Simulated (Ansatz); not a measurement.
Consider BN in the zinc blende structure (space group F-43m, No. 216; a = 3.605 Å).

Now apply this change: an isotropic linear strain of −2.79 %; the atoms relax in the strained cell.

Levels (all Ansatz, an electronic-structure program, PAW, earlier PAW set): PBEsol (420 eV, without spin-orbit coupling); HSE06 (420 eV, scalar-relativistic without spin-orbit coupling).

The geometry is relaxed with PBEsol.

* **PBEsol band gap**: 4.38 eV

Problem. How does going to HSE06 change the band gap?

Solution. The band gap goes up by 1.525 eV to 5.90 eV.

Single points use the geometry relaxed with PBEsol. The hybrid gap comes from the SCF mesh plus the semilocal run's edge points and a few special points and is an upper bound. Stability against distortions was not tested.
